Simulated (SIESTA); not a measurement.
**A short convergence ladder for TaSb2 (Cm, 6 atoms in the cell)**

```yaml
crystal:
  lattice:
    - [5.15308, -1.85443, 0.00000]
    - [5.15308, 1.85443, 0.00000]
    - [-4.25842, 0.00000, 7.22092]
  atoms:
    - { symbol: Ta, position: [0.85172, 0.85172, 0.81793] }
    - { symbol: Ta, position: [0.15114, 0.15114, 0.18899] }
    - { symbol: Sb, position: [0.14828, 0.14828, 0.53530] }
    - { symbol: Sb, position: [0.85172, 0.85172, 0.46470] }
    - { symbol: Sb, position: [0.40462, 0.40462, 0.11031] }
    - { symbol: Sb, position: [0.59538, 0.59538, 0.88969] }
```

Base method: SIESTA 5.4.2 with GGA PBEsol, numerical atomic orbitals TZP, PseudoDojo PBEsol standard norm-conserving potentials (rewritten from UPF to PSML).

Base settings: XC.functional = GGA; XC.authors = PBEsol; potentials = PseudoDojo PBEsol standard; PAO.BasisSize = TZP; PAO.EnergyShift = 0.005 Ry; MeshCutoff = 400 Ry; kgrid.MonkhorstPack = 5 5 2; OccupationFunction = MP; OccupationMPOrder = 0; ElectronicTemperature = 0.1 eV.

Core times come from one kind of shared machine, to one figure; runs under 30 s give none.

**The k-point mesh**

Only quantities that move along the ladder and can be compared are tabulated.

```tsv
kgrid.MonkhorstPack	free energy less the last step's (meV/atom)	pressure (GPa)	largest difference of a force vector from the last step's (eV/Å)	core time / last (rough)
2 2 1	78.76	-3.61	0.634	0.5
4 4 2	2.85	-3.11	0.079	0.5
5 5 2	2.42	-3.15	0.074	0.6
6 6 3	-1.27	-3.19	0.030	0.7
7 7 4	0.00	-3.18	0.000	1
```

Coarsest kgrid.MonkhorstPack that holds the forces within 0.02 eV/Å: not settled: the last two steps still differ by 0.030 eV/Å, over half the tolerance, so the ladder does not show it.

Coarsest kgrid.MonkhorstPack that holds the pressure within 0.1 GPa of the last step, with all finer ones: 4 4 2; the step before is off by 0.43 GPa.

Coarsest kgrid.MonkhorstPack that holds the free energy within 5 meV/atom of the last step, with all finer ones: 4 4 2; the step before is off by 79 meV/atom.

On the base run: the starting cell comes from a database of computed structures (which also holds hypothetical and non-ambient phases and stackings), without a prior relaxation at this level. Its lattice was rescaled by up to half a per cent. One atom was moved a little off its site on purpose. Spin polarisation is off. Values carry the incompleteness of an atom-centred basis. In the base run, with a pressure of about -3 GPa the cell is away from its equilibrium volume at this level.
